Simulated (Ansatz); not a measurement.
Input and output of a relaxation of the atoms for Cu₃Pd (P4mm, 4 atoms in the cell) (Ansatz, a quantum-chemistry and plane-wave program).

Method of the run: LDA (PW92), default PAW files made with PBE (plane waves; Ansatz).

The change in words: one atom moved by 0.15 angstrom; relax: default → atoms; relax.f_tol: default → 0.01 eV/Å. Reference geometry:
```
Cu3Pd
1.0
    3.68295     0.00000     0.00000
    0.00000     3.68295     0.00000
    0.00000     0.00000     3.68295
Cu Pd
3 1
Direct
  0.00000   0.50000   0.50000
  0.50000   0.00000   0.50000
  0.50000   0.50000   0.00000
  0.00000   0.00000   0.00000
```

Reference input (self-consistent single point, DFT, LDA (PW92), plane waves, default PAW files made with PBE): basis.ecutwfc = 420 eV; kpoints.mp_grid.grid = 9 9 9; hamiltonian.xc = lda; hamiltonian.pseudopotentials = {kind: paw} (the program's default PAW files); scf.occupations.method = fermi_dirac; scf.occupations.width = 0.1 eV. This run's input differs from it in these lines:

```diff
@@ -6,3 +6,3 @@
   atoms:
-    - { symbol: Cu, position: [0.000000, 0.500000, 0.500000] }
+    - { symbol: Cu, position: [0.040728, 0.500000, 0.500000] }
     - { symbol: Cu, position: [0.500000, 0.000000, 0.500000] }
@@ -19,2 +19,4 @@
   occupations: { method: fermi_dirac, width: 0.1 }
+relax:
+  f_tol: 0.01
 output:
```

Log, with long lists cut:

```
   [... SCF lines of the steps left out ...]
relax step   1: F+E_penalty+E_count = -26512.00138513 eV  Δ(F+E_penalty+E_count) = +0.000e0 eV  max|allowed force component| = 6.171e-1 eV/Å  Δτ_max = 0.0000 Å  (7 SCF iters, dr2 threshold 2.50e-6 eV, accepted)
relax step   2: F+E_penalty+E_count = -26512.01987544 eV  Δ(F+E_penalty+E_count) = -1.849e-2 eV  max|allowed force component| = 4.717e-1 eV/Å  Δτ_max = 0.0246 Å  (6 SCF iters, dr2 threshold 2.38e-5 eV, accepted)
relax step   3: F+E_penalty+E_count = -26512.04703022 eV  Δ(F+E_penalty+E_count) = -2.715e-2 eV  max|allowed force component| = 9.143e-3 eV/Å  Δτ_max = 0.0862 Å  (6 SCF iters, dr2 threshold 1.39e-5 eV, accepted)
relax step   4: F+E_penalty+E_count = -26512.04703308 eV  Δ(F+E_penalty+E_count) = -2.863e-6 eV  max|allowed force component| = 8.650e-3 eV/Å  Δτ_max = 0.0000 Å  (6 SCF iters, accepted)
the relaxation is at rest under the 8 symmetry operations that the run kept from its start: a minimum is not shown …
Free energy (F): -26512.047033 eV
Internal energy: -26511.997651 eV  (E = F + TS)
E sigma→0 (E₀):  -26512.022342 eV
Entropy (-TS):   -0.049382 eV (-12.345 meV/atom)
Fermi energy:    17.207567 eV
--- Forces (eV/Å), atoms counted from 1 ---
  atom   1  Cu    -0.00864862     0.00000000     0.00000000
  atom   2  Cu     0.00221299    -0.00000000     0.00000000
  atom   3  Cu     0.00221299     0.00000000     0.00000000
  atom   4  Pd     0.00422779    -0.00000000     0.00000000
--- Stress (GPa, compression-positive) ---
       -9.825902      -0.000000       0.000000
   [... lines left out ...]
  F+E_penalty+E_count = -26512.04703308 eV   max|allowed force component| = 8.650e-3 eV/Å
  atoms:
    - { symbol: Cu, position: [0.010657108477331553, 0.5, 0.5] }
    - { symbol: Cu, position: [0.5100674537501266, -2.2878270565721455e-35, 0.5] }
    - { symbol: Cu, position: [0.5100674537501266, 0.5, 0.0] }
    - { symbol: Pd, position: [0.009935984022415191, 2.2878270565721455e-35, 0.0] }
```

The run converged.  The full log also holds: “iter 5 did not close the SCF: its close was put off for the readings that it lacked (scf_convergence_deferred on its scf_iter line)”. The full log also holds: “iter 4 did not close the SCF: its close was put off for the readings that it lacked (scf_convergence_deferred on its scf_iter line)”.

Summary of the result:
* **Free energy E − TS (on the zero of these files)**: -26512.0470 eV
* **Fermi level (on the code's own zero)**: 17.21 eV
* **Pressure**: -9.83 GPa
* **Largest force (vector length)**: 0.009 eV/Å
* **Relaxation steps**: 4

The starting cell comes from a database of computed structures (which also holds hypothetical and non-ambient phases and stackings), without a prior relaxation at this level. Its lattice was rescaled by up to half a per cent. For this run, on top of that: one atom moved by 0.15 angstrom. Spin polarisation is off. The relaxation keeps the symmetry of its start, so its end need not be a minimum. Ansatz's pressure includes its estimate of the finite-basis (Pulay) stress.

Cost on one core of a shared machine: roughly 50 s.

Keys are those of Ansatz 0.2.
